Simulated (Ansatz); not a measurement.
A self-consistent single point of a (111) slab of Sn2Ir (cut from a parent of space group no. 225; 9 atoms in the cell) with Ansatz (a quantum-chemistry and plane-wave program).

Computed with LDA (PW92), default PAW files made with PBE (plane waves; Ansatz).

The change in words: vacuum of 5 angstrom (first run: 14 Å). Reference geometry:
```yaml
crystal:
  lattice:
    - [4.51569, 0.00000, 0.00000]
    - [2.25785, 3.91070, 0.00000]
    - [0.00000, 0.00000, 23.21759]
  atoms:
    - { symbol: Ir, position: [0.00000, 0.00000, 0.34119] }
    - { symbol: Ir, position: [0.33333, 0.33333, 0.50000] }
    - { symbol: Ir, position: [0.66667, 0.66667, 0.65880] }
    - { symbol: Sn, position: [0.33333, 0.33333, 0.38090] }
    - { symbol: Sn, position: [0.66667, 0.66667, 0.30150] }
    - { symbol: Sn, position: [0.66667, 0.66667, 0.53970] }
    - { symbol: Sn, position: [0.00000, 0.00000, 0.46030] }
    - { symbol: Sn, position: [0.00000, 0.00000, 0.69850] }
    - { symbol: Sn, position: [0.33333, 0.33333, 0.61910] }
```

Reference input (self-consistent single point, DFT, LDA (PW92), plane waves, default PAW files made with PBE): basis.ecutwfc = 420 eV; kpoints.mp_grid.grid = 6 6 1; hamiltonian.xc = lda; hamiltonian.pseudopotentials = {kind: paw} (the program's default PAW files); scf.occupations.method = gaussian; scf.occupations.width = 0.1 eV. This run's input differs from it in these lines:

Ansatz 0.2 input:
```diff
@@ -5,13 +5,13 @@
     - [2.25784600, 3.91070300, 0.00000000]
-    - [0.00000000, 0.00000000, 23.21758800]
+    - [0.00000000, 0.00000000, 14.21756800]
   atoms:
-    - { symbol: Ir, position: [0.00000000, 0.00000000, 0.34119400] }
+    - { symbol: Ir, position: [0.00000000, 0.00000000, 0.24066600] }
     - { symbol: Ir, position: [0.33333300, 0.33333300, 0.50000000] }
-    - { symbol: Ir, position: [0.66666700, 0.66666700, 0.65880200] }
-    - { symbol: Sn, position: [0.33333300, 0.33333300, 0.38089600] }
-    - { symbol: Sn, position: [0.66666700, 0.66666700, 0.30149600] }
-    - { symbol: Sn, position: [0.66666700, 0.66666700, 0.53969800] }
-    - { symbol: Sn, position: [0.00000000, 0.00000000, 0.46029700] }
-    - { symbol: Sn, position: [0.00000000, 0.00000000, 0.69850400] }
-    - { symbol: Sn, position: [0.33333300, 0.33333300, 0.61910400] }
+    - { symbol: Ir, position: [0.66666700, 0.66666700, 0.75932700] }
+    - { symbol: Sn, position: [0.33333300, 0.33333300, 0.30550100] }
+    - { symbol: Sn, position: [0.66666700, 0.66666700, 0.17583900] }
+    - { symbol: Sn, position: [0.66666700, 0.66666700, 0.56482800] }
+    - { symbol: Sn, position: [0.00000000, 0.00000000, 0.43516400] }
+    - { symbol: Sn, position: [0.00000000, 0.00000000, 0.82416100] }
+    - { symbol: Sn, position: [0.33333300, 0.33333300, 0.69449900] }
 basis:
```

The program printed (abridged):

```
SCF iter   1: F=—  HF=-70267.841586 eV  |F-HF|=—  |Δ(HF+E_count)|=         —  Δρ=7.33e-3  dr2=1.24e-1  ethr=1.77e-3  ⟨swp⟩=6.4  Hψ=2130  notcnv=0  defer=6
all-band conjugate gradients solve this SCF's bands
preconditioner: auto → LDOS
SCF iter   2: F=—  HF=-70267.824071 eV  |F-HF|=—  |Δ(HF+E_count)|=   1.75e-2  Δρ=3.05e-3  dr2=1.87e-2  ethr=9.19e-5  ⟨swp⟩=2.0  Hψ=1089  notcnv=0  defer=50
   [... lines left out ...]
SCF iter   4: F=—  HF=-70267.814011 eV  |F-HF|=—  |Δ(HF+E_count)|=   8.37e-4  Δρ=2.70e-4  dr2=2.08e-4  ethr=2.32e-6  ⟨swp⟩=2.0  Hψ=809  notcnv=0  defer=50
SCF iter   5: F=—  HF=-70267.813960 eV  |F-HF|=—  |Δ(HF+E_count)|=   5.04e-5  Δρ=4.78e-5  dr2=1.69e-5  ethr=1.54e-7  ⟨swp⟩=2.0  Hψ=899  notcnv=0  defer=50
SCF iter   6: F=—  HF=-70267.814242 eV  |F-HF|=—  |Δ(HF+E_count)|=   2.81e-4  Δρ=1.24e-5  dr2=8.91e-7  ethr=1.25e-8  ⟨swp⟩=2.0  Hψ=661  notcnv=0  defer=50
SCF iter   7: F=-70267.814241 eV  HF=-70267.814241 eV  |F-HF|=1.81e-8  |Δ(HF+E_count)|=   4.92e-8  Δρ=4.05e-6  dr2=3.95e-8  ethr=7.41e-11  ⟨swp⟩=12.6  Hψ=3003  notcnv=0
SCF 1 converged in 7 iterations: F = -70267.814241 eV  dr2 = 3.95e-8
Free energy (F): -70267.814241 eV
Internal energy: -70267.788224 eV  (E = F + TS)
E sigma→0 (E₀):  -70267.801233 eV
Entropy (-TS):   -0.026017 eV (-2.891 meV/atom)
Fermi energy:    9.820718 eV
--- Forces (eV/Å), atoms counted from 1 ---
  atom   1  Ir    -0.00000000     0.00000000     0.41365251
  atom   2  Ir     0.00000000     0.00000000     0.00000000
  atom   3  Ir     0.00000000     0.00000000    -0.41365251
  atom   4  Sn    -0.00000000    -0.00000000    -0.22450803
  atom   5  Sn    -0.00000000    -0.00000000     0.32587043
  atom   6  Sn     0.00000000     0.00000000     0.31528802
  atom   7  Sn    -0.00000000     0.00000000    -0.31528802
  atom   8  Sn    -0.00000000     0.00000000    -0.32587043
  atom   9  Sn     0.00000000     0.00000000     0.22450803
--- Stress (GPa, compression-positive) ---
       -6.962975      -0.000000      -0.000000
       -0.000000      -6.962975       0.000000
       -0.000000       0.000000      -3.296313
  P = ⅓ Tr σ = -5.7408 GPa (-57.408 kbar)
  The stress holds the Pulay correction. Without it, at fixed plane waves, as pw.x and ABINIT print it: P = -5.7893 GPa
```

The run converged in 7 iterations. Against the reference run the free energy goes down by 4.3 meV/atom and the largest force goes from 0.438 to 0.414 eV/Å.

The starting cell comes from a database of computed structures (which also holds hypothetical and non-ambient phases and stackings), without a prior relaxation at this level. The slab is cut from that crystal, and its faces are unrelaxed. Its lattice was rescaled by up to half a per cent. Spin-orbit coupling is off. Spin polarisation is off.
